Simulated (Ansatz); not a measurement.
# What isotropic strain −1.20 % does to PbO

The reference is PbO (space group P4/nmm, No. 129; a = 4.034 Å, c = 4.994 Å; layered, stacked along the Cartesian z axis).

Perturbation: every lattice vector is shortened by 1.20 %, atoms relaxed at fixed cell.

Computed with PBE-D3(BJ) in Ansatz (plane waves to 420 eV, PAW, no spin-orbit coupling). Settings: 8×8×7 k-points, 0.05 eV Fermi–Dirac smearing.

```json
[
 {"quantity": "space group", "base": "P4/nmm (No. 129)", "changed": "P4/nmm (No. 129)", "shift": "–"},
 {"quantity": "energy relative to the base (free energy F)", "base": "0 meV/atom", "changed": "+3.3 meV/atom", "shift": "+3.3 meV/atom"},
 {"quantity": "pressure (mean of the normal stresses, compression positive)", "base": "0.01 GPa", "changed": "1.51 GPa", "shift": "+1.508 GPa"},
 {"quantity": "band gap (an upper bound: an edge found on the path is not a true extremum; the base alone)", "base": "1.27 eV", "changed": "1.07 eV", "shift": "-0.192 eV"},
 {"quantity": "largest internal atomic displacement", "base": "–", "changed": "0.028 Å", "shift": "–"}
]
```

Final structure:

```
PbO
1.0
    3.98582     0.00000     0.00000
    0.00000     3.98582     0.00000
    0.00000     0.00000     4.93378
Pb O
2 2
Cartesian
  1.99291   0.00000   3.73242
  0.00000   1.99291   1.20136
  1.99291   1.99291   0.00000
  0.00000   0.00000   0.00000
```

Cost of the whole job for the changed cell (relaxation, final SCF and bands): around 17 core-seconds (rough).

Spin-orbit coupling, missing from the scalar runs, can matter with Pb. Stability against distortions was not tested. The D3 term's C6 switches between coordination references near this geometry, which can add small steps to energies.

Ansatz is an electronic-structure program.
